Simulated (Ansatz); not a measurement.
The starting structures come from a database of crystals and need not be the phases stable at ambient conditions.

 Where the default PAW files enter, the runs use the earlier of Ansatz's two default sets.

The decay constant κ of evanescent states in the gap governs leakage through a thin film.

Data:

```
CELL_PARAMETERS angstrom
      7.30151     0.00000     0.00000
      0.00000     7.30151     0.00000
      3.65076    -3.65076     3.21904
ATOMIC_POSITIONS crystal
  V  0.75000 0.75000 0.50000
  V  0.50000 0.50000 0.00000
  Bi 0.00000 0.00000 0.00000
  Bi 0.25000 0.25000 0.50000
  O  0.32928 0.48919 0.34144
  O  0.76081 0.92072 0.84144
  O  0.32928 0.85225 0.34144
  O  0.39775 0.92072 0.84144
  O  0.92072 0.39775 0.15856
  O  0.48919 0.32928 0.65856
  O  0.92072 0.76081 0.15856
  O  0.85225 0.32928 0.65856
```

Space group of this cell: I4_1/amd. The cell is taken as given; by r2SCAN its mean pressure is -0.8 GPa.

Transport runs along the normal of the first two printed cell vectors, the (001) plane of the conventional cell.

No gap correction and no spin-orbit coupling; mid-gap values are interpolated between computed energies.

Q: State the band gap and the smallest decay constant κ at mid-gap according to r2SCAN in Ansatz (a program for electronic structure).

A: Gap 2.82 eV on a 10×10×10 mesh; κ = 0.256 1/Å, at the zone centre.
